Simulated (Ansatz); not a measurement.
Input:

```
CELL_PARAMETERS angstrom
      4.08465     0.00000     0.00000
     -2.04233     3.53741     0.00000
      0.00000     0.00000     6.51824
ATOMIC_POSITIONS crystal
  Ga 0.33333 0.66667 0.99836
  Ga 0.66667 0.33333 0.49836
  As 0.33333 0.66667 0.37664
  As 0.66667 0.33333 0.87664
```

Method: r2SCAN with spin-orbit coupling, rigid bands (plane waves, PAW; Ansatz, an electronic-structure program). Condition of this run: biaxial stress in the c plane of -3.6 GPa (compression positive) (the target of the relaxation). Cell: cell and atoms relaxed with PBEsol, then loaded as said.

Task: Predict the electron conductivity mass (n e² τ/σ) at 300 K, by direction if it differs.

Result: 0.102 (x), 0.102 (y), 0.95 (z) mₑ.

Task: Predict the hole conductivity mass (n e² τ/σ) at 300 K, by direction if it differs.

Result: 0.66 (x), 0.66 (y), 0.41 (z) mₑ.

Task: And the band gap?

Result: 0.57 eV at this level; semilocal functionals usually fall short of the measured gap.

Rigid bands, one relaxation time for all states, no polarons. Geometry: cell and atoms relaxed with PBEsol.
